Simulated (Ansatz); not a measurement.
Input and output of a self-consistent single point for TaN (P31m, 6 atoms in the cell) (Ansatz, a quantum-chemistry and plane-wave program).

Method of the run: PBEsol, default PAW files made with PBE (plane waves; Ansatz).

The change in words: lattice scaled by 0.98; basis.ecutrho_ratio: default → 8. Reference geometry:
```
TaN
1.0
    5.23454     0.00000     0.00000
   -2.61727     4.53325     0.00000
    0.00000     0.00000     2.92932
Ta N
3 3
Direct
  0.00000   0.00000   0.01707
  0.33333   0.66667   0.50000
  0.66667   0.33333   0.50000
  0.39239   0.00000   0.00000
  0.60761   0.60761   0.00000
  0.00000   0.39239   0.00000
```

Reference input (self-consistent single point, DFT, PBEsol, plane waves, default PAW files made with PBE): basis.ecutwfc = 420 eV; kpoints.mp_grid.grid = 5 5 8; hamiltonian.xc = pbesol; hamiltonian.pseudopotentials = {kind: paw} (the program's default PAW files); scf.occupations.method = fermi_dirac; scf.occupations.width = 0.1 eV. This run's input differs from it in these lines:

Ansatz 0.2 input:
```diff
@@ -2,5 +2,5 @@
   lattice:
-    - [5.23454200, 0.00000000, 0.00000000]
-    - [-2.61727100, 4.53324600, 0.00000000]
-    - [0.00000000, 0.00000000, 2.92932400]
+    - [5.12985100, 0.00000000, 0.00000000]
+    - [-2.56492600, 4.44258100, 0.00000000]
+    - [0.00000000, 0.00000000, 2.87073800]
   atoms:
@@ -14,2 +14,3 @@
   ecutwfc: 420.0
+  ecutrho_ratio: 8
 kpoints:
```

Output (repeated stretches shortened):

```
SCF iter   1: F=—  HF=-30562.945782 eV  |F-HF|=—  |Δ(HF+E_count)|=         —  Δρ=1.30e-2  dr2=9.52e-2  ethr=1.77e-3  ⟨swp⟩=5.6  Hψ=4242  notcnv=0
all-band conjugate gradients solve this SCF's bands
preconditioner: auto → Resta (q_TF=auto, 2.642 Å⁻¹)
SCF iter   2: F=—  HF=-30562.926337 eV  |F-HF|=—  |Δ(HF+E_count)|=   1.94e-2  Δρ=4.98e-3  dr2=1.10e-2  ethr=1.76e-4  ⟨swp⟩=2.0  Hψ=1569  notcnv=0
SCF iter   3: F=—  HF=-30562.924689 eV  |F-HF|=—  |Δ(HF+E_count)|=   1.65e-3  Δρ=2.39e-3  dr2=2.94e-3  ethr=2.03e-5  ⟨swp⟩=1.7  Hψ=1272  notcnv=0
SCF iter   4: F=—  HF=-30562.924064 eV  |F-HF|=—  |Δ(HF+E_count)|=   6.25e-4  Δρ=3.33e-4  dr2=4.38e-5  ethr=5.44e-6  ⟨swp⟩=2.0  Hψ=1459  notcnv=0
SCF iter   5: F=—  HF=-30562.924063 eV  |F-HF|=—  |Δ(HF+E_count)|=   8.89e-7  Δρ=4.21e-5  dr2=7.55e-7  ethr=8.11e-8  ⟨swp⟩=2.5  Hψ=1712  notcnv=0
SCF iter   6: F=-30562.924063 eV  HF=-30562.924063 eV  |F-HF|=6.14e-8  |Δ(HF+E_count)|=   2.21e-8  Δρ=8.51e-6  dr2=7.73e-8  ethr=1.85e-10  ⟨swp⟩=7.1  Hψ=4557  notcnv=0
SCF 1 converged in 6 iterations: F = -30562.924063 eV  dr2 = 7.73e-8
Free energy (F): -30562.924063 eV
Internal energy: -30562.898416 eV  (E = F + TS)
E sigma→0 (E₀):  -30562.911239 eV
Entropy (-TS):   -0.025647 eV (-4.275 meV/atom)
Fermi energy:    20.579967 eV
--- Forces (eV/Å), atoms counted from 1 ---
  atom   1  Ta    -0.00000000    -0.00000000    -0.58552715
  atom   2  Ta     0.00000000    -0.00000000     0.05331734
  atom   3  Ta    -0.00000000    -0.00000000     0.05331734
  atom   4  N      0.19881085     0.00000001     0.15962945
  atom   5  N     -0.09940542    -0.17217525     0.15962945
  atom   6  N     -0.09940544     0.17217524     0.15962945
--- Stress (GPa, compression-positive) ---
       10.348002       0.000000       0.000000
        0.000000      10.348002       0.000000
        0.000000       0.000000       9.566284
  P = ⅓ Tr σ = 10.0874 GPa (100.874 kbar)
  The stress holds the Pulay correction. Without it, at fixed plane waves, as pw.x and ABINIT print it: P = 9.6087 GPa
```

The run converged in 6 iterations. Against the reference run the free energy drops by 2.2 meV/atom, the pressure goes from -10.07 to 10.09 GPa and the largest force goes from 0.567 to 0.586 eV/Å.

The starting cell comes from a database of computed structures (which also holds hypothetical and non-ambient phases and stackings), without a prior relaxation at this level. Its lattice was rescaled by up to half a per cent. One atom was moved a little off its site on purpose. For this run, on top of that: lattice scaled by 0.98. Spin polarisation is off. Ansatz's pressure includes its estimate of the finite-basis (Pulay) stress.
